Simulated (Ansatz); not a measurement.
Input and output of a relaxation of the atoms for ZnSnSb2 (Pmm2, 4 atoms in the cell) (Ansatz, a program for electronic structure).

Method: LDA (PW92), default PAW files made with PBE (plane waves; Ansatz).

The change in words: one atom moved by 0.15 angstrom; relax: default → atoms; relax.f_tol: default → 0.001 eV/Å. Reference geometry:
```
ZnSnSb2
1.0
    4.49910     0.00000     0.00000
    0.00000     4.49910     0.00000
    0.00000     0.00000     6.29437
Zn Sn Sb
1 1 2
Direct
  0.00000   0.00000   0.00000
  0.50000   0.50000   0.50000
  0.00000   0.50000   0.22240
  0.50000   0.00000   0.77760
```

Reference input (self-consistent single point, DFT, LDA (PW92), plane waves, default PAW files made with PBE): basis.ecutwfc = 30.9 Ry; kpoints.mp_grid.grid = 7 7 5; hamiltonian.xc = lda; hamiltonian.pseudopotentials = {kind: paw} (the program's default PAW files); scf.occupations.method = fermi_dirac; scf.occupations.width = 0.0073 Ry. This run's input differs from it in these lines:

```diff
@@ -6,3 +6,3 @@
   atoms:
-    - { symbol: Zn, position: [0.00000000, 0.00000000, 0.00000000] }
+    - { symbol: Zn, position: [0.00000000, 0.00000000, 0.02383100] }
     - { symbol: Sn, position: [0.50000000, 0.50000000, 0.50000000] }
@@ -23,2 +23,4 @@
     width: 0.0073 Ry
+relax:
+  f_tol: 0.001
 output:
```

The program printed (abridged):

```
   [... SCF lines of the steps left out ...]
relax step   1: F+E_penalty+E_count = -21797.36104689 eV  Δ(F+E_penalty+E_count) = +0.000e0 eV  max|allowed force component| = 6.910e-1 eV/Å  Δτ_max = 0.0000 Å  (9 SCF iters, dr2 threshold 1.00e-7 eV, accepted)
relax step   2: F+E_penalty+E_count = -21797.39543952 eV  Δ(F+E_penalty+E_count) = -3.439e-2 eV  max|allowed force component| = 5.216e-1 eV/Å  Δτ_max = 0.1342 Å  (6 SCF iters, dr2 threshold 2.98e-5 eV, accepted)
relax step   3: F+E_penalty+E_count = -21797.41336137 eV  Δ(F+E_penalty+E_count) = -1.792e-2 eV  max|allowed force component| = 7.338e-2 eV/Å  Δτ_max = 0.0395 Å  (5 SCF iters, dr2 threshold 1.70e-5 eV, accepted)
relax step   4: F+E_penalty+E_count = -21797.41378342 eV  Δ(F+E_penalty+E_count) = -4.220e-4 eV  max|allowed force component| = 5.205e-3 eV/Å  Δτ_max = 0.0046 Å  (5 SCF iters, dr2 threshold 3.37e-7 eV, accepted)
relax step   5: F+E_penalty+E_count = -21797.41378695 eV  Δ(F+E_penalty+E_count) = -3.535e-6 eV  max|allowed force component| = 5.661e-4 eV/Å  Δτ_max = 0.0008 Å  (6 SCF iters, accepted)
the relaxation is at rest under the 4 symmetry operations that the run kept from its start: a minimum is not shown …
Free energy (F): -21797.413787 eV
Internal energy: -21797.399156 eV  (E = F + TS)
E sigma→0 (E₀):  -21797.406471 eV
Entropy (-TS):   -0.014631 eV (-3.658 meV/atom)
Fermi energy:    6.987971 eV
--- Forces (eV/Å), atoms counted from 1 ---
  atom   1  Zn     0.00000000     0.00000000    -0.00004275
  atom   2  Sn     0.00000000     0.00000000     0.00001045
  atom   3  Sb     0.00000000     0.00000000     0.00057697
  atom   4  Sb     0.00000000     0.00000000    -0.00050120
--- Stress (GPa, compression-positive) ---
       -2.562631       0.000000       0.000000
   [... lines left out ...]
--- Relaxed structure (5 steps of the walk, 5 accepted, 0 SCFs on fresh bases) ---
  F+E_penalty+E_count = -21797.41378695 eV   max|allowed force component| = 5.661e-4 eV/Å
  atoms:
    - { symbol: Zn, position: [0.0, 0.0, 0.005959741650185444] }
    - { symbol: Sn, position: [0.5, 0.5, 0.5059571593835953] }
    - { symbol: Sb, position: [0.0, 0.5, 0.22685755342679756] }
    - { symbol: Sb, position: [0.5, 0.0, 0.7850565455394218] }
```

The run converged. 

Summary of the result:
- Free energy E − TS (on the zero of these files) = -21797.4138 eV
- Fermi level (on the code's own zero) = 6.99 eV
- Pressure = -2.58 GPa
- Relaxation steps = 5

The starting cell comes from a database of computed structures (which also holds hypothetical and non-ambient phases and stackings), without a prior relaxation at this level. Its lattice was rescaled by up to half a per cent. For this run, on top of that: one atom moved by 0.15 angstrom. The relaxation keeps the symmetry of its start, so its end need not be a minimum. Ansatz's pressure includes its estimate of the finite-basis (Pulay) stress. The run gives no clean gap (levels at the Fermi energy touch, overlap or are partly filled at this smearing), which alone does not show that the compound is a metal.

Cost on one core of a shared machine: roughly 70 s.

Keys are those of Ansatz 0.2.
